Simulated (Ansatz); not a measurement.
The reference is a 12-atom supercell of Ta in the bcc (W type) structure (space group Im-3m, No. 229; a = 3.3197 Å) at its relaxed geometry.

All numbers come from PBE (Ansatz, a program for electronic structure), without spin-orbit coupling, earlier PAW set.

One neutral defect a cell, atoms relaxed at fixed cell.

One change was made to it. Results:

```tsv
quantity	base	after
largest displacement of a host atom from its site in the perfect cell	–	0.06 Å
pressure	-0.1 GPa	-4.2 GPa
```

Which change produced these results?
A) H interstitial (started 1.75 Å from the nearest host atom)
B) Al on a Ta site
C) Hf on a Ta site, symmetric start
D) Re on a Ta site

D, Re on a Ta site. For comparison, the pressure in the other runs: H interstitial (started 1.75 Å from the nearest host atom) gives 2.5 GPa; Al on a Ta site gives -2.2 GPa; Hf on a Ta site, symmetric start gives 2.8 GPa.

The cell is small, so the values are those of an ordered compound at a high defect concentration; dilute-limit values will differ. Defects with a symmetric start kept the site's symmetry and may sit on a saddle; the others started slightly shaken. The final runs are not spin-polarised. An odd electron count without spin: Ta12H and HfTa11.
